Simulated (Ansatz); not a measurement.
Input and output of a self-consistent single point for Ag3Au (I4mm, 4 atoms in the cell) (Ansatz, a program for electronic structure).

Method of the run: PBEsol, default PAW files made with PBE (plane waves; Ansatz).

```
CELL_PARAMETERS angstrom
     -2.05332     2.05332     4.08531
      2.05332    -2.05332     4.08531
      2.05332     2.05332    -4.08531
ATOMIC_POSITIONS crystal
  Ag 0.75000 0.25000 0.50000
  Ag 0.25000 0.75000 0.50000
  Ag 0.50612 0.50612 0.00000
  Au 0.00000 0.00000 0.00000
```

Reference input (self-consistent single point, DFT, PBEsol, plane waves, default PAW files made with PBE): basis.ecutwfc = 420 eV; kpoints.mp_grid.grid = 11 11 11; hamiltonian.xc = pbesol; hamiltonian.pseudopotentials = {kind: paw} (the program's default PAW files); scf.occupations.method = gaussian; scf.occupations.width = 0.1 eV. This run's input differs from it in these lines:

Ansatz 0.2 input:
```diff
@@ -14,3 +14,3 @@
   mp_grid:
-    grid: [11, 11, 11]
+    grid: [18, 18, 18]
 hamiltonian:
@@ -21,4 +21,4 @@
   occupations:
-    method: gaussian
-    width: 0.1
+    method: fermi_dirac
+    width: 1.0
 output:
```

Log, with long lists cut:

```
SCF iter   1: F=—  HF=-35576.401073 eV  |F-HF|=—  |Δ(HF+E_count)|=         —  Δρ=2.15e-2  dr2=3.30e-1  ethr=1.77e-3  ⟨swp⟩=9.7  Hψ=127226  notcnv=0
all-band conjugate gradients solve this SCF's bands
preconditioner: auto → Kerker (q_TF=auto, 2.773 Å⁻¹)
SCF iter   2: F=—  HF=-35576.320507 eV  |F-HF|=—  |Δ(HF+E_count)|=   8.06e-2  Δρ=6.86e-3  dr2=3.36e-2  ethr=4.34e-4  ⟨swp⟩=2.0  Hψ=43585  notcnv=0
   [... lines left out ...]
SCF iter   5: F=—  HF=-35576.309804 eV  |F-HF|=—  |Δ(HF+E_count)|=   1.11e-5  Δρ=2.29e-4  dr2=2.37e-5  ethr=3.60e-7  ⟨swp⟩=1.9  Hψ=44751  notcnv=0
SCF iter   6: F=—  HF=-35576.309801 eV  |F-HF|=—  |Δ(HF+E_count)|=   3.16e-6  Δρ=6.56e-5  dr2=3.04e-6  ethr=3.11e-8  ⟨swp⟩=2.0  Hψ=47422  notcnv=0
SCF iter   7: F=—  HF=-35576.309800 eV  |F-HF|=—  |Δ(HF+E_count)|=   3.94e-7  Δρ=2.45e-5  dr2=3.94e-7  ethr=4.00e-9  ⟨swp⟩=2.6  Hψ=45437  notcnv=0
SCF iter   8: F=-35576.309800 eV  HF=-35576.309800 eV  |F-HF|=4.32e-8  |Δ(HF+E_count)|=   6.62e-8  Δρ=9.69e-6  dr2=7.04e-8  ethr=1.32e-10  ⟨swp⟩=7.0  Hψ=101306  notcnv=0
SCF 1 converged in 8 iterations: F = -35576.309800 eV  dr2 = 7.04e-8
Free energy (F): -35576.309800 eV
Internal energy: -35570.571913 eV  (E = F + TS)
E sigma→0 (E₀):  -35573.440857 eV
Entropy (-TS):   -5.737887 eV (-1434.472 meV/atom)
Fermi energy:    18.089476 eV
--- Forces (eV/Å), atoms counted from 1 ---
  atom   1  Ag     0.00000000     0.00000000     0.13597571
  atom   2  Ag    -0.00000000     0.00000000     0.13597571
  atom   3  Ag     0.00000000     0.00000000    -0.24227944
  atom   4  Au     0.00000000     0.00000000    -0.02966847
--- Stress (GPa, compression-positive) ---
        1.306650      -0.000000       0.000000
       -0.000000       1.306650      -0.000000
        0.000000       0.000000       1.444166
  P = ⅓ Tr σ = 1.3525 GPa (13.525 kbar)
  The stress holds the Pulay correction. Without it, at fixed plane waves, as pw.x and ABINIT print it: P = 1.3080 GPa
```

The run converged in 8 iterations. Against the reference run the free energy drops by 579 meV/atom, the pressure goes from -3.54 to 1.35 GPa and the largest force hardly changes (0.237 to 0.242 eV/Å).

The starting cell comes from a database of computed structures (which also holds hypothetical and non-ambient phases and stackings), without a prior relaxation at this level. Its lattice was rescaled by up to half a per cent. One atom was moved a little off its site on purpose. Ansatz's pressure includes its estimate of the finite-basis (Pulay) stress.

Cost on one core of a shared machine: roughly 3 min.
